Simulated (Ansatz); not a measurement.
## How far PBE and PBEsol part for hypothetical rutile HfS2, Hf → Ta

Take HfS$_{2}$ in the rutile structure (space group P4_2/mnm, No. 136; a = 6.088 Å, c = 3.707 Å; a hypothetical phase, not in the database extracts checked) as the base.

(Cell as relaxed with PBE.)

Levels (all Ansatz, a first-principles code, PAW, earlier PAW set): PBE (420 eV, no spin-orbit coupling); PBEsol (420 eV, no SOC).

Each level relaxes its own structure.

| base | PBE | PBEsol |
|---|---|---|
| volume per atom | 22.90 Å³ | 22.09 Å³ |
| lattice parameter a | 6.088 Å | 6.024 Å |
| band gap | 0.44 eV | 0.26 eV |

Now apply this change: full substitution Hf → Ta; the structure is relaxed again.

```csv
quantity,PBE,PBEsol
shortest interatomic distance,2.428 Å,(withheld)
c/a ratio,0.555,(withheld)
```

### Question
What does PBEsol give?

### Answer

- shortest interatomic distance, PBEsol: 2.405 Å
- c/a ratio, PBEsol: 0.552

PBE's shortest interatomic distance lies 0.0222 Å above PBEsol's (0.9 %); PBE's c/a ratio lies 0.003 above PBEsol's. Neither level is exact; PBEsol is the comparison here, not a measurement.

With Hf present, leaving out spin-orbit coupling can change the band edges. Stability against distortions was not tested. As relaxed here, TaS2 is a hypothetical phase, not in the database extracts checked. The final runs are not spin-polarised. The zero or small gap of HfS2 can change with the level of theory.
